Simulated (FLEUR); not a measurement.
Worked example: self-consistent single point of MnO (Fm-3m, 4 atoms in the cell) in FLEUR.

Level of theory: PBEsol, all-electron FLAPW (FLEUR), scalar-relativistic valence.

```yaml
crystal:
  lattice:
    - [4.39560, 2.19780, 2.19780]
    - [2.19780, 4.39560, 2.19780]
    - [2.19780, 2.19780, 4.39560]
  atoms:
    - { symbol: Mn, position: [0.00000, 0.00000, 0.00000], spin: 5.0 }
    - { symbol: Mn, position: [0.50000, 0.50000, 0.50000], spin: -5.0 }
    - { symbol: O, position: [0.25000, 0.25000, 0.25000] }
    - { symbol: O, position: [0.75000, 0.75000, 0.75000] }
```
(The spins are starting values, not results.)

Reference input (self-consistent single point, DFT, PBE, all-electron FLAPW (FLEUR), scalar-relativistic valence): Kmax = 4.3 1/bohr; GmaxXC = 17.2 1/bohr; xcFunctional = pbe; jspins = 2; l_soc = F; mode = hist; fermiSmearingEnergy = 0.00036749 Htr; mesh (inpgen div1-3) = 7 7 7; inpgen gamma flag = false; Gmax = 17.2 1/bohr; numbands = 0; maxIterBroyd = 25. This run's input differs from it in these lines:

```diff
@@ -16,2 +16,3 @@
 &comp jspins=2 /
+&exco xctyp='PBEs' /
 &kpt div1=7 div2=7 div3=7 /
@@ -28,3 +29,3 @@
       <coreElectrons ctail="T" frcor="F" kcrel="0" coretail_lmax="0"/>
-      <xcFunctional name="pbe" relativisticCorrections="F"/>
+      <xcFunctional name="PBEs" relativisticCorrections="F"/>
       <magnetism jspins="2"/>
```

The program printed (abridged):

```
 Iteration:     1   Distance:      19.82902579 me/bohr^3
 Iteration:     2   Distance:      16.70184665 me/bohr^3
 Iteration:     3   Distance:       8.04285781 me/bohr^3
 Iteration:     4   Distance:       7.11104992 me/bohr^3
 Iteration:     5   Distance:       3.59001849 me/bohr^3
   [... 8 lines left out ...]
 Iteration:    14   Distance:       0.00032384 me/bohr^3
 Iteration:    15   Distance:       0.00026485 me/bohr^3
 Iteration:    16   Distance:       0.00001795 me/bohr^3
 Iteration:    17   Distance:       0.00000700 me/bohr^3
 Run finished successfully
 Stop message:
   Structural relaxation: Done

[file out, last iteration]
             iter=     18
[...]
          total density-effective poten   -3.9088275159E+03
          total charge density-energy d   -1.1913451517E+02
 Updated energy parameters for spin:           1
 Updated energy parameters for spin:           2
[...]
 fermi energy and band-weighting factors:
    0.941664

[...]
FERMIE:
          first approx. to ef    (T=0)  :   0.330369 htr   (energy of the highest occ. eigenvalue)
          number of occ. states  (T=0)  :       1848
          first approx. to seigv (T=0)  : -23.885693 htr
          sum of weights of occ. states :  42.000000
          sum of semicore charge        :   0.000000 e
FERHIS:  Fermi-Energy by histogram:
          bandgap                     :   0.032950 htr
   [... lines left out ...]
          charge neutrality (T=0)     :   0.000000    (zero if the highest occ. eigenvalue is "entirely" occupied)
 Direct bandgap for spin            1 :    4.5180366466538002E-002  Htr
 Direct bandgap for spin            2 :    4.5180366181626019E-002  Htr
 ---->    free energy=                     -2465.1392405958 htr
   [... lines left out ...]
 TOTAL FORCE FOR ATOM TYPE=  1  X=  0.000   Y=  0.000   Z=  0.000
                       FX_TOT= 0.000000 FY_TOT= 0.000000 FZ_TOT= 0.000000
 TOTAL FORCE FOR ATOM TYPE=  2  X=  8.306   Y=  8.306   Z=  8.306
                       FX_TOT= 0.000000 FY_TOT= 0.000000 FZ_TOT= 0.000000
 TOTAL FORCE FOR ATOM TYPE=  3  X=  4.153   Y=  4.153   Z=  4.153
                       FX_TOT= 0.000000 FY_TOT= 0.000000 FZ_TOT= 0.000000
 Structural relaxation: Done
```

The run converged in 17 iterations. FLEUR gives forces in its relaxation mode, with a further iteration, so its stop message speaks of a relaxation. Against the reference run the gap on the mesh goes from 1.019 to 0.897 eV.

The starting cell has typed, rounded lattice constants, without a prior relaxation at this level. Its lattice was rescaled by a random factor within 2.5 % of one. The magnetic order is the one reached from the typed start; others were not searched systematically. Values depend on the basis (sphere radii, cutoffs, local orbitals), which need not be converged.

Cost on one core of a shared machine: roughly 4 min.
